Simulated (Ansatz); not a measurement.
**A computed series for Ge: pressure series**

Take Ge in the diamond structure (space group Fd-3m, No. 227; a = 5.676 Å) as the base.

Cell and atoms are relaxed at each pressure.

Computed with Ansatz (an electronic-structure program) PBEsol, no spin-orbit coupling, earlier PAW set.

Notes on the quantities. enthalpy: H = E + PV relative to the base's energy.

| case | lattice parameter a | enthalpy |
|---|---|---|
| base | 567.6 pm | – |
| pressure −2 GPa | 573.7 pm | -0.29 eV/atom |
| pressure −1 GPa | 570.5 pm | -0.14 eV/atom |
| pressure 1.8 GPa | 562.8 pm | +0.25 eV/atom |
| pressure 4.2 GPa | 557.3 pm | +0.58 eV/atom |
| pressure 9 GPa | [?] | +1.21 eV/atom |
| pressure 18 GPa | 535.2 pm | +2.33 eV/atom |
| pressure 30 GPa | [?] | +3.71 eV/atom |
| pressure 45 GPa | 510.4 pm | +5.32 eV/atom |
| pressure 60 GPa | 501.0 pm | +6.83 eV/atom |

Question: Complete the table.

Answer: 
- pressure 9 GPa, lattice parameter a: 548.2 pm
- pressure 30 GPa, lattice parameter a: 522.5 pm

Load acts through the strain it causes; cell and atoms are relaxed under it. Whether these cells are dynamically stable was not tested. Measured, Ge leaves this structure (for the β-tin structure) near 10.6 GPa (room temperature; as listed in arXiv:1906.07825).
